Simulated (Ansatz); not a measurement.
Cost and result by functional for the surface energy of the (31-40) surface of hcp Os in its 1x1 cell, outermost plane spacing 0.22 Å in the ideal cut, in Ansatz (plane waves, PAW). Single points on the PBE structure, on one kind of machine; costs are rough ratios of the slab run's core time (references not counted) to the cheapest single point. r2SCAN's cost holds its higher cutoff (500 against 420 eV). Differences are taken against r2SCAN for comparison alone: no measured value is at hand, so the table doesn't rank accuracy.

Set-up: 32 atoms, 10.1 Å thick at the start (thin: gaps and levels are the slab's own); mesh 9x4x1; 0.1 eV smearing; dipole correction on; all atoms relaxed; start symmetry kept, larger cells not searched; no spin, no spin-orbit, no U. These notes are the PBE run's.

```csv
functional,relative cost,surface energy (J/m²),less r2SCAN (J/m²)
PBEsol,1,4.41,0.20
LDA,1,4.55,0.34
RPBE,1,3.67,-0.54
r2SCAN,2,4.21,0.00
PBE (the relaxed run's value),–,3.92,-0.29
```

The values span 0.88 J/m², while the single points' costs differ by a factor of roughly 2. Differences are of unrounded values.

Ansatz is an electronic-structure program.
